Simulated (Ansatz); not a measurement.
Base system: InSe in the beta-GaS type structure (space group P6_3/mmc, No. 194; a = 3.9529 Å, c = 16.3089 Å; layered, stacked along the Cartesian z axis).

Calculations: DFT with PBEsol-D3(BJ), PAW potentials and a 420 eV plane-wave cutoff in Ansatz (a program for electronic structure), no spin-orbit coupling.

Before the change:

| Property | Result |
|---|---|
| Volume per atom | 27.59 Å³ |
| c/a ratio | 4.126 |

The change: hydrostatic tension (pressure −1 GPa).

### Question
Estimate the effect on the volume per atom and c/a ratio.

### Answer
The volume per atom increases by 0.97 Å³ to 28.56 Å³; the c/a ratio grows by 0.036 to 4.162.

Load acts through the strain it causes; cell and atoms are relaxed under it. Whether these cells are dynamically stable was not tested.
